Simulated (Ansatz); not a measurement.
This Ansatz (an electronic-structure program) input is the reference run, TiS$_{2}$ in the CdI2 type structure (space group P-3m1, No. 164; layered, stacked along the Cartesian z axis), computed with PBEsol-D3(BJ) (Ansatz, PAW, no SOC):

Ansatz 0.2 input:
```yaml
crystal:
  lattice:
    - [3.2980330641, 0, 0]
    - [-1.6490165321, 2.8561804161, 0]
    - [0, 0, 5.3401271131]
  atoms:
    - { symbol: Ti, position: [0, 0, 0] }
    - { symbol: S, position: [0.3333333333, 0.6666666667, 0.2687512557] }
    - { symbol: S, position: [0.6666666667, 0.3333333333, 0.7312487443] }
basis: { ecutwfc: 420, ecutrho_ratio: 4, xc_grid: 2, fft_grid_basis: typed }
kpoints: { mp_grid: { grid: [16, 16, 9] } }
hamiltonian:
  xc: pbesol
  dispersion: d3bj
  pseudopotentials: { kind: paw }
scf: { occupations: { method: fermi_dirac, width: 0.05 }, convergence: { dr2_threshold: 0.0000000003 } }
output: { forces: true, stress: true }
```

Problem. Write the input for this change: a negative pressure, −1 GPa.

Solution. 
Ansatz 0.2 input:
```yaml
crystal:
  lattice:
    - [3.2980330641, 0, 0]
    - [-1.6490165321, 2.8561804161, 0]
    - [0, 0, 5.3401271131]
  atoms:
    - { symbol: Ti, position: [0, 0, 0] }
    - { symbol: S, position: [0.3333333333, 0.6666666667, 0.2687512557] }
    - { symbol: S, position: [0.6666666667, 0.3333333333, 0.7312487443] }
basis: { ecutwfc: 420, ecutrho_ratio: 4, xc_grid: 2, fft_grid_basis: typed }
kpoints: { mp_grid: { grid: [16, 16, 9] } }
hamiltonian:
  xc: pbesol
  dispersion: d3bj
  pseudopotentials: { kind: paw }
scf: { occupations: { method: fermi_dirac, width: 0.05 } }
relax: { f_tol: 0.01, max_steps: 60, cell: { stress_tol: 0.02, p_target: -1.0 } }
output: { forces: true, stress: true }
checkpoint: { write: state.ck, write_every: 1000 }
```
This is the input that was run.

Load acts through the strain it causes; cell and atoms are relaxed under it. No phonon test of stability was made. All final runs are without spin polarisation.
